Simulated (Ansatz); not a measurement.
Consider Ca(OH)2 (space group P-3m1, No. 164; a = 3.561 Å, c = 4.768 Å; layered).

Method: Ansatz (a program for electronic structure) PBEsol, no spin-orbit coupling.

Before the change:

| Item | Value |
|---|---|
| Valley order | Γ 4.19 eV; M (1/2, 0, 0) 5.88 eV |
| Valence-band top at Γ | 0.00, 0.00, -1.22 eV |
| Electron mass | 0.53 mₑ along c, 0.45 mₑ across (at Γ) |

Now apply this change: a hydrostatic pressure of 1.8 GPa.

Question: What happens to the valley order?

Answer: The valley order (the lowest conduction-band minima on the path, energy above the VBM, named in the base's zone) goes from Γ 4.19 eV; M (1/2, 0, 0) 5.88 eV to Γ 4.36 eV; M (1/2, 0, 0) 5.77 eV.

Question: Estimate the effect on the valence-band top at Γ.

Answer: The valence-band top at Γ (three highest levels, from the VBM) goes from 0.00, 0.00, -1.22 eV to 0.00, 0.00, -1.29 eV.

Question: What happens to the electron mass?

Answer: The electron mass changes from 0.53 mₑ along c, 0.45 mₑ across (at Γ) to 0.52 mₑ along c, 0.44 mₑ across (at Γ).

The levels and masses belong to the bands next to the band gap. Load acts through the strain it causes; cell and atoms are relaxed under it. Masses are band curvatures over ±0.01 Å⁻¹ around the edge. No phonon test of stability was made. No dispersion term is included in the PBEsol runs.
